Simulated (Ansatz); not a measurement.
LiF (model structure, started from the NiAs type, P6₃/mmc, No. 194, 4 atoms in the cell)

Method: r²SCAN (Ansatz, a quantum-chemistry and plane-wave program, PAW).

Numerical settings: plane-wave cutoff 560 eV, 12×12×8 k mesh (along the axes of the cell as run), Fermi–Dirac smearing 0.01 eV, scalar-relativistic PAW data made under PBE.

Cell (relaxed at this level):

```cif
data_F2Li2
_chemical_formula_sum 'Li2 F2'
_space_group_name_H-M_alt 'P63/mmc'
_space_group_IT_number 194
_space_group_name_Hall '-P 6c 2c'
_cell_length_a 2.77597
_cell_length_b 2.77597
_cell_length_c 4.78285
_cell_angle_alpha 90.000
_cell_angle_beta 90.000
_cell_angle_gamma 120.000
loop_
_atom_site_label
_atom_site_type_symbol
_atom_site_symmetry_multiplicity
_atom_site_Wyckoff_symbol
_atom_site_fract_x
_atom_site_fract_y
_atom_site_fract_z
_atom_site_occupancy
Li1 Li 2 a 0.00000 0.00000 0.00000 1
F1 F 2 c 0.33333 0.66667 0.25000 1
```

band gap: 10.18 eV (direct)

Note: the relaxation could raise the start's symmetry but not lower it, so the cell can be a saddle point.

The result took about 7 core-seconds (a rough figure).

A model structure was made by putting elements into a prototype or built by hand; it is no filed structure, need not be a known phase, and can be a saddle point held by its symmetry.
